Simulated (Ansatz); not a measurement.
Input:

```xyz
2
Lattice="0.0000 2.8495 2.8495 2.8495 0.0000 2.8495 2.8495 2.8495 0.0000" Properties=species:S:1:pos:R:3 pbc="T T T"
Cd     0.0000     0.0000     0.0000
S      1.4248     1.4248     1.4248
```

No spin polarisation.

Method: LDA/PAW in Ansatz (a program for electronic structure), no spin-orbit coupling. k-mesh 10×10×10 (Γ-centred); smearing 0.05 eV (Fermi–Dirac).

Task: Estimate the band gap.

Result: 1.01 eV.

Task: What is the computed electron mass?

Result: 0.11 mₑ (at Γ).

The cells carry an imposed strain or load. Masses are band curvatures over ±0.01 Å⁻¹ around the edge. No phonon test of stability was made. The cell was made from CdS in the zinc blende structure (space group F-43m, No. 216) by this change: isotropic strain −1.00 %.
